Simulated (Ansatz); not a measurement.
F interstitial in corundum (start: void with 3O nearest, no. 1; 120-site cell, 2×2×2 Γ-centred sampling). The numbers are results of PBE, PAW (plane waves to 420 eV; Ansatz, an electronic-structure program), not measurements. Total energies of the localised charge states, counted from that of charge +1, and their image corrections (point charge with alignment); the host's valence-band maximum lies at 7.358 eV on the cells' energy zero and its gap is 5.85 eV.

```json
[
 {"charge": "+1", "moment (μB)": "not spin-polarised", "E − E(first) (eV)": "0.000", "correction (eV)": "0.250"},
 {"charge": "0", "moment (μB)": "1.0", "E − E(first) (eV)": "9.665", "correction (eV)": "0.000"},
 {"charge": "−1", "moment (μB)": "not spin-polarised", "E − E(first) (eV)": "18.010", "correction (eV)": "0.071"}
]
```

Derive the transition levels above the valence-band maximum and say which of them are thermodynamic.

A level is the Fermi energy at which two charges have equal formation energy: ε(q/q′) = [E(q′) + corr(q′) − E(q) − corr(q)] / (q − q′) − E_VBM.
ε(+1/0) = [(9.665 + 0.000) − (0.000 + 0.250)] / 1 − 7.358 = 2.06 eV
ε(0/−1) = [(18.010 + 0.071) − (9.665 + 0.000)] / 1 − 7.358 = 1.06 eV
Charge 0 lies above the lower envelope where its neighbours cross, so the level that counts is ε(+1/−1) = [(18.010 + 0.071) − (0.000 + 0.250)] / 2 − 7.358 = 1.56 eV.
Thermodynamic levels at least 0.1 eV inside the gap: (+1/−1) at 1.56 eV. They hold to tenths of an eV in this cell. Only the charges listed were compared. The geometries come from one start. Flagged in the runs: a doubtful potential alignment, a host whose relaxation on this sampling wasn't shown to rest.
